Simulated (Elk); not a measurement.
Worked example: self-consistent single point of Ta₂Co (I4/mcm, 6 atoms in the cell) in Elk.

Method: Elk 10.2.4 with PBEsol, all-electron FP-LAPW, Elk's shipped species files, default APW+lo basis.

```xyz
6
Lattice="-3.0421 3.0421 2.4828 3.0421 -3.0421 2.4828 3.0421 3.0421 -2.4828" Properties=species:S:1:pos:R:3 pbc="T T T"
Ta     4.0238     0.9817     0.0000
Ta    -0.9817     2.0604     2.4828
Ta     2.0604     0.9817     2.4828
Ta     0.9817     2.0604     0.0000
Co     0.0000     0.0000     3.7241
Co     0.0000     0.0000     1.2414
```

Reference input (self-consistent single point, DFT, PBEsol, all-electron FP-LAPW, Elk's shipped species files, default APW+lo basis): xctype = 22; swidth = 0.00367493 Ha; ngridk = 6 6 6; rmtscf = 0.88; maxscl = 100. This run's input differs from it in these lines:

```diff
@@ -37,3 +37,3 @@
 ngridk
-  6 6 6
+  5 5 5
```

Output (repeated stretches shortened):

```
│ Self-consistent loop started │
│ Loop number : 1 │
 total energy                :     -65249.7749569
│ Loop number : 2 │
 total energy                :     -65250.2291384
RMS change in Kohn-Sham potential (target) :   0.5378817656     (  0.1000000000E-05)
Absolute change in total energy (target)   :   0.4541814699     (  0.1000000000E-03)
│ Loop number : 3 │
 total energy                :     -65260.9848835
RMS change in Kohn-Sham potential (target) :   0.4929973583     (  0.1000000000E-05)
Absolute change in total energy (target)   :    10.86929044     (  0.1000000000E-03)
│ Loop number : 4 │
   [... lines left out ...]
Absolute change in total energy (target)   :   0.4890268610E-03 (  0.1000000000E-03)
│ Loop number : 17 │
 total energy                :     -65270.7274898
RMS change in Kohn-Sham potential (target) :   0.1533367783E-05 (  0.1000000000E-05)
Absolute change in total energy (target)   :   0.1409308534E-03 (  0.1000000000E-03)
│ Loop number : 18 │
 total energy                :     -65270.7275800
RMS change in Kohn-Sham potential (target) :   0.9076181060E-07 (  0.1000000000E-05)
Absolute change in total energy (target)   :   0.5494019570E-04 (  0.1000000000E-03)
Convergence targets achieved

│ Loop number : 19 │

Energies :
 Fermi                       :     0.431262297146
 total energy                :     -65270.7275877

Density of states at Fermi energy :    142.7153990
 (states/Hartree/unit cell)

Estimated indirect band gap :   0.2104969575E-02
 from k-point      6 to k-point     10
Estimated direct band gap   :   0.8809906276E-02
 at k-point     10

Charges :
 core                        :    208.0000000
 valence                     :    138.0000000
 interstitial                :    11.77088904
 muffin-tins (core leakage)
  species :    1 (Ta)
   atom    1                 :    70.69857986     (  0.2444357982E-05)
   atom    2                 :    70.69857986     (  0.2444357982E-05)
   atom    3                 :    70.69857986     (  0.2444357982E-05)
   atom    4                 :    70.69857986     (  0.2444357982E-05)
  species :    2 (Co)
   atom    1                 :    25.71739576     (  0.2113457397E-02)
   atom    2                 :    25.71739576     (  0.2113457397E-02)
 total in muffin-tins        :    334.2291110
 total calculated charge     :    345.9839286
 total charge                :    346.0000000
 error                       :   0.1607137601E-01

│ Self-consistent loop stopped │
```

The run converged in 19 iterations. The count includes the last loop, which Elk runs after its targets are met. Against the reference run the free energy rises by 5.0 meV/atom.

The starting cell comes from a database of computed structures (which also holds hypothetical and non-ambient phases and stackings), without a prior relaxation at this level. Spin-orbit coupling is off. Spin polarisation is off. Values depend on the basis (sphere radii, cutoffs, local orbitals), which need not be converged. The log's line on a gap gives a spacing of levels on this mesh, which the program prints for metals too.
